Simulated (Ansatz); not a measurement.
**How the equilibrium lattice constant a of TaTe (model structure, Pm-3m, No. 221, 2 atoms in the cell) moves with the method**

No measured value is used here.

```
level (code)           value (Å)
---------------------  ---------
LDA (Ansatz)               3.357
PBE (Ansatz)               3.420
PBEsol (Ansatz)            3.378
PBE-D3(BJ) (Ansatz)        3.377
r²SCAN (Ansatz)            3.406
r²SCAN+rVV10 (Ansatz)      3.394
```

Density-functional levels without +SOC have no spin–orbit coupling. Cutoffs differ between the levels. Ansatz's density-functional and Hartree–Fock values are scalar-relativistic unless marked +SOC, with PAW data made under PBE.

A model structure was made by putting elements into a prototype or built by hand; it is no filed structure, need not be a known phase, and can be a saddle point held by its symmetry.

Ansatz is a program for electronic structure.
